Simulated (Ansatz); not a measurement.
# Si3P4 (model structure, started from the Si3N4 type, Fd-3m, No. 227, 14 atoms in the cell)

These are PBE in Ansatz (PAW) values and carry that method's errors.

Settings: plane-wave cutoff 520 eV, 10×10×10 k mesh, Fermi–Dirac smearing 0.05 eV, scalar-relativistic PAW data made under PBE.

Cell (relaxed at this level):

```xyz
14
Lattice="0.0000 4.9489 4.9489 4.9489 0.0000 4.9489 4.9489 4.9489 0.0000" Properties=species:S:1:pos:R:3 pbc="T T T"
Si     6.1862     6.1862     6.1862
Si     6.1862     3.7117     3.7117
Si     3.7117     6.1862     3.7117
Si     3.7117     3.7117     6.1862
Si     2.4745     2.4745     2.4745
Si     0.0000     0.0000     0.0000
P      8.5653     8.5653     8.5653
P      8.5653     6.2815     6.2815
P      6.2815     8.5653     6.2815
P      6.2815     6.2815     8.5653
P      3.8070     3.8070     3.8070
P      3.8070     6.0909     6.0909
P      6.0909     3.8070     6.0909
P      6.0909     6.0909     3.8070
```

```
Quantity         Result
--------  -------------
band gap  zero (no gap)
```

Note: the relaxation could raise the start's symmetry but not lower it, so the cell can be a saddle point.

The result took very roughly 2.9 core-minutes.

A model structure was made by putting elements into a prototype or built by hand; it is no filed structure, need not be a known phase, and can be a saddle point held by its symmetry.

Ansatz is a program for electronic structure.
